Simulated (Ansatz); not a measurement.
**Migration barriers: O-vacancy pair in zinc-blende BN, neutral cell**

Consider O-vacancy pair (O on one host N site, one N site vacant) in zinc-blende BN, neutral cell. Level of theory: PBE, PAW (plane waves to 420 eV; Ansatz, an electronic-structure program).

Settings: 64 host sites, the relaxed PBE lattice, a 2×2×2 k-point mesh shifted by half a step, smearing 0.01 eV, spin-restricted, no image-charge correction. Energies are static. The charge state is imposed; whether it is stable for some Fermi level was not computed. Forms of the defect that were not tried may lie lower.

Barriers: single points on a 3×3×3 k-point mesh shifted by half a step at the bands' geometries.

| Route | Start site over the lowest site run (eV) | Hop (Å) | Forward barrier (eV) | Backward barrier (eV) | Neighbours at the start | Neighbours at the saddle | Saddle order | Forward, on the band's own sampling (eV) |
|---|---|---|---|---|---|---|---|---|
| one N atom jumps into the vacancy from a nearby N site (O-vacancy distance between ideal sites 2.56 Å throughout) (strongly reconstructed ends) | 0.00 | 2.59 | 5.83 | 5.83 | B at 1.52, 2 B at 1.57, B at 1.58 Å | B at 1.43, 2 B at 1.71, 2 B at 2.04; N at 2.09 Å | not checked, on a symmetry element | 5.83 |
| one N atom jumps into the vacancy from a nearby N site (O-vacancy distance between ideal sites 2.56 → 4.44 Å) (strongly reconstructed ends) | 0.00 | 2.71 | 6.45 | 4.91 | B at 1.52, 2 B at 1.55, B at 1.57 Å | B at 1.46, B at 1.60, B at 1.67, B at 1.71; N at 2.10 Å | not checked | 6.46 |

Paths come from nudged elastic bands with a climbing image.  A band can be held on a symmetry element, so unchecked saddle points there may be too high. A further band (O and the vacancy change places (O-vacancy distance between ideal sites 2.56 Å throughout), 2.88 Å) gave 4.40 eV forward on its own sampling, 4.40 eV above the lowest site run, but a shoulder points to a second hump between its images, so it is not taken as a result.

The whole set of runs took very roughly 4 core-hours.
